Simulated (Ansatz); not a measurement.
GaP under a change: pressure 0.9 GPa

Take GaP in the zinc blende structure (space group F-43m, No. 216; a = 5.3914 Å) as the base.

Modification: a hydrostatic pressure of 0.9 GPa.

Computed with LDA, PAW, 420 eV (Ansatz, a program for electronic structure; spin-orbit coupling left out). k-mesh 11×11×11 (Γ-centred); smearing 0.05 eV (Fermi–Dirac).

The volume per atom drops by 0.19 Å³ (19.59 Å³ → 19.40 Å³) and the density rises by 0.04 g/cm³ to 4.31 g/cm³. The lattice parameter a falls by 0.0177 Å to 5.374 Å and the shortest interatomic distance drops by 0.008 Å (2.335 Å → 2.327 Å). The enthalpy H = E + PV relative to the base's energy comes out as +0.11 eV/atom and the band gap falls by 0.018 eV to 1.37 eV. The gap character stays indirect, Γ → Γ–X (87 % along) and the width of the top valence band rises by 0.05 eV (3.63 eV → 3.68 eV). The electron mass goes from 1.1 mₑ along k, 0.22 mₑ across (off the special points) to 1.2 mₑ along k, 0.22 mₑ across (off the special points) and the hole mass (degenerate bands, along [100]) goes from 0.11, 0.36, 0.36 mₑ (at Γ) to 0.11, 0.35, 0.35 mₑ (at Γ). The valley order (the lowest conduction-band minima on the path, energy above the VBM, named in the base's zone) goes from a point along ⟨100⟩, about 1.0 Å⁻¹ from Γ 1.38 eV; L along ⟨111⟩ 1.60 eV; Γ 1.88 eV to a point along ⟨100⟩, about 1.0 Å⁻¹ from Γ 1.37 eV; L along ⟨111⟩ 1.63 eV; Γ 1.96 eV.

Final structure:

```yaml
crystal:
  lattice:
    - [0.00000, 2.68683, 2.68683]
    - [2.68683, 0.00000, 2.68683]
    - [2.68683, 2.68683, 0.00000]
  atoms:
    - { symbol: Ga, position: [0.00000, 0.00000, 0.00000] }
    - { symbol: P, position: [0.25000, 0.25000, 0.25000] }
```

Load acts through the strain it causes; cell and atoms are relaxed under it. Masses are band curvatures over ±0.01 Å⁻¹ around the edge. Along k means along the line from Γ to the band edge. No phonon test of stability was made.
